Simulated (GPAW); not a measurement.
Density of states of Y (P6_3/mmc, 4 atoms in the cell).

```
Y
1.0
    3.55206     0.00000     0.00000
   -1.77603     3.07617     0.00000
    0.00000     0.00000    11.42877
Y
4
Direct
  0.00000   0.00000   0.00000
  0.00000   0.00000   0.50000
  0.33333   0.66667   0.25000
  0.66667   0.33333   0.75000
```

Method: LDA (Perdew-Wang 92), GPAW PAW datasets LDA (gpaw-data 1.0.1) (plane waves; GPAW).

SCF settings: mode = pw; ecut = 600 eV; xc = LDA; kpts = 8 8 2; mesh shift (steps) = 0 0 0; occupations.name = fermi-dirac; occupations.width = 0.1 eV; nbands = -10; convergence.density = 1e-05 e/electron; symmetry.symmorphic = false; symmetry.tolerance = 0.0005; maxiter = 150. Keys of the DOS step: dos_kpts = 15 15 5; dos_width = 0.2 eV.

The starting cell was generated: these elements placed on a structure prototype, without a prior relaxation; it need not be a known phase or ordering of this composition. Its lattice was rescaled by a random factor within 2.5 % of one.

Total DOS (both spins), as means of the tabulated values in each energy bin; the zero is the program's Fermi level or highest filled level, and the curve is cut to this window:

```
E (eV) | states/eV/cell
    -7.80 |  0.00
    -7.40 |  0.00
    -7.00 |  0.00
    -6.60 |  0.00
    -6.20 |  0.00
    -5.80 |  0.00
    -5.40 |  0.00
    -5.00 |  0.02
    -4.60 | # 0.21
    -4.20 | ## 0.43
    -3.80 | ### 0.60
    -3.40 | ### 0.79
    -3.00 | ##### 1.07
    -2.60 | ###### 1.41
    -2.20 | ########## 2.28
    -1.80 | ################ 3.74
    -1.40 | ################## 4.15
    -1.00 | ################## 4.22
    -0.60 | ######################## 5.74
    -0.20 | ########################## 6.08
     0.20 | ########################### 6.31
     0.60 | ########################## 6.15
     1.00 | ############################## 7.09
```

Around zero the curve holds about 6.1 states/eV/cell.
